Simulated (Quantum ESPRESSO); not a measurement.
A self-consistent single point of Sr (Fm-3m, 1 atom in the cell) with Quantum ESPRESSO.

Level of theory: PBE, PSlibrary PAW (PBE) pseudopotentials (plane waves; Quantum ESPRESSO).

The change in words: lattice scaled by 0.98. Reference geometry:
```xyz
1
Lattice="0.0000 3.0336 3.0336 3.0336 0.0000 3.0336 3.0336 3.0336 0.0000" Properties=species:S:1:pos:R:3 pbc="T T T"
Sr     0.0000     0.0000     0.0000
```

Reference input (self-consistent single point, DFT, PBE, plane waves, PSlibrary PAW (PBE) pseudopotentials): ecutwfc = 45 Ry; ecutrho = 315 Ry; occupations = smearing; smearing = fd; degauss = 0.0073499 Ry; potentials = {Sr: Sr.pbe-spn-kjpaw_psl.1.0.0.UPF}; K_POINTS = automatic 8 8 8 0 0 0; conv_thr = 1e-08 Ry. This run's input differs from it in these lines:

```diff
@@ -28,5 +28,5 @@
 CELL_PARAMETERS {angstrom}
-   0.0000000000     3.0336050000     3.0336050000
-   3.0336050000     0.0000000000     3.0336050000
-   3.0336050000     3.0336050000     0.0000000000
+   0.0000000000     2.9729330000     2.9729330000
+   2.9729330000     0.0000000000     2.9729330000
+   2.9729330000     2.9729330000     0.0000000000
```

Output, abridged:

```
     Self-consistent Calculation

     iteration #  1     ecut=    45.00 Ry     beta= 0.70

     Threshold (ethr) on eigenvalues was too large:
     Diagonalizing with lowered threshold

     total energy              =    -260.24897009 Ry
     estimated scf accuracy    <       0.00125347 Ry

     iteration #  2     ecut=    45.00 Ry     beta= 0.70

     total energy              =    -260.24904265 Ry
     estimated scf accuracy    <       0.00011578 Ry

     iteration #  3     ecut=    45.00 Ry     beta= 0.70

     total energy              =    -260.24904823 Ry
     estimated scf accuracy    <       0.00000040 Ry

     iteration #  4     ecut=    45.00 Ry     beta= 0.70

     total energy              =    -260.24904865 Ry
     estimated scf accuracy    <       0.00000003 Ry

     iteration #  5     ecut=    45.00 Ry     beta= 0.70
     End of self-consistent calculation

     the Fermi energy is     5.4181 ev

!    total energy              =    -260.24904865 Ry
     estimated scf accuracy    <          1.0E-09 Ry
     smearing contrib. (-TS)   =      -0.00276309 Ry
     internal energy E=F+TS    =    -260.24628557 Ry

     convergence has been achieved in   5 iterations

     Forces acting on atoms (cartesian axes, Ry/au):

     atom    1 type  1   force =     0.00000000    0.00000000    0.00000000

     Total force =     0.000000     Total SCF correction =     0.000000

          total   stress  (Ry/bohr**3)                   (kbar)     P=        5.64
   0.00003836   0.00000000   0.00000000            5.64        0.00        0.00
   0.00000000   0.00003836   0.00000000            0.00        5.64        0.00
   0.00000000   0.00000000   0.00003836            0.00        0.00        5.64

   JOB DONE.
```

The run converged in 5 iterations. Against the reference run the free energy rises by 3.9 meV/atom and the pressure goes from -0.18 to 0.56 GPa.

The starting cell comes from a database of computed structures (which also holds hypothetical and non-ambient phases and stackings), without a prior relaxation at this level. For this run, on top of that: lattice scaled by 0.98.
